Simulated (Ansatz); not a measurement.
Base system: Ga2O3 in the corundum structure (space group R-3c, No. 167; a = 5.058 Å, c = 13.623 Å (hexagonal axes)). Axes: x lies along a and z along c of the hexagonal cell.

The values are results of Kohn–Sham DFT with the PBE functional, run in Ansatz (a program for electronic structure) with PAW and 420 eV plane waves, no spin-orbit coupling, not measurements.

Strains are applied to the cell and any free atomic positions relax; under biaxial strain the out-of-plane vector relaxes too.

One change was made to it. Results:

```tsv
quantity	base	after
volume per atom	10.06 Å³	9.67 Å³
band gap	2.40 eV	2.77 eV
```

Q: What was done to the base?
A) biaxial strain −2.25 %, plane normal [001], relaxed out of plane
B) biaxial strain −3.00 %, plane normal [001], relaxed out of plane
C) biaxial strain −1.50 %, plane normal [001], relaxed out of plane

A: B, biaxial strain −3.00 %, plane normal [001], relaxed out of plane. For comparison, the band gap in the other runs: biaxial strain −2.25 %, plane normal [001], relaxed out of plane gives 2.70 eV; biaxial strain −1.50 %, plane normal [001], relaxed out of plane gives 2.61 eV.

No phonon test of stability was made.
